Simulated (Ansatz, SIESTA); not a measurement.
**One structure in several programs: NaPt2 (P1, 6 atoms in the cell)**

Self-consistent single point, at a second geometry (atoms moved at random). First geometry:

```xyz
6
Lattice="0.0000 3.7523 3.7523 3.7523 0.0000 3.7523 3.7523 3.7523 0.0000" Properties=species:S:1:pos:R:3 pbc="T T T"
Na     3.7523     3.7523     3.7523
Na     5.6285     5.6285     5.6285
Pt     0.9381     0.9381     0.9381
Pt     0.9381     2.8143     2.8143
Pt     2.8143     2.8143     0.9381
Pt     2.8143     0.9381     2.8143
```

Second geometry:
```xyz
6
Lattice="0.0000 3.7523 3.7523 3.7523 0.0000 3.7523 3.7523 3.7523 0.0000" Properties=species:S:1:pos:R:3 pbc="T T T"
Na     3.7639     3.7815     3.7429
Na     5.5988     5.6072     5.6551
Pt     1.0150     0.9651     0.9219
Pt     0.9420     2.8162     2.8517
Pt     2.7684     2.8129     0.9381
Pt     2.7975     0.9027     2.7759
```

Shared settings, as Ansatz (a quantum-chemistry and plane-wave program) writes them: kpoints.mp_grid.grid = 8 8 8; scf.occupations.method = fermi_dirac; scf.occupations.width = 0.1 eV. Potentials and cutoffs stand in the table.

| code | model | ΔF from the first geometry (meV/atom) | pressure (GPa) | largest force (eV/Å) | cutoff |
|---|---|---|---|---|---|
| Ansatz | LDA (PW92), PAW files made with PBE | 15.0 | -4.69 | 1.411 | 420 eV |
| SIESTA | LDA PW92, numerical atomic orbitals DZP, PseudoDojo LDA standard norm-conserving potentials (rewritten from UPF to PSML) | 17.7 | -4.39 | 1.732 | grid 300 Ry |

Size of the force on each atom (eV/Å): Sizes of forces hide their directions.

| code | Na1 | Na2 | Pt3 | Pt4 | Pt5 | Pt6 |
|---|---|---|---|---|---|---|
| Ansatz | 0.115 | 0.163 | 1.411 | 0.030 | 1.038 | 0.824 |
| SIESTA | 0.113 | 0.156 | 1.732 | 0.052 | 1.302 | 1.009 |

On Ansatz's run: spin-orbit coupling is off. Spin polarisation is off.

The spread over the programs that give each value: ΔF from the first geometry within 2.7 meV/atom; pressure within 0.30 GPa; largest force within 0.321 eV/Å.

SIESTA uses small atom-centred bases, whose incompleteness enters pressures, forces and empty levels differently from a plane-wave cutoff. Ansatz's pressure is given at a fixed set of plane waves, as the other plane-wave codes print theirs; with its correction for the finite basis it is -4.65 GPa.

The starting cell comes from a database of computed structures (which also holds hypothetical and non-ambient phases and stackings), without a prior relaxation at this level. For this run, on top of that: atoms moved at random.

Keys are those of Ansatz 0.2.
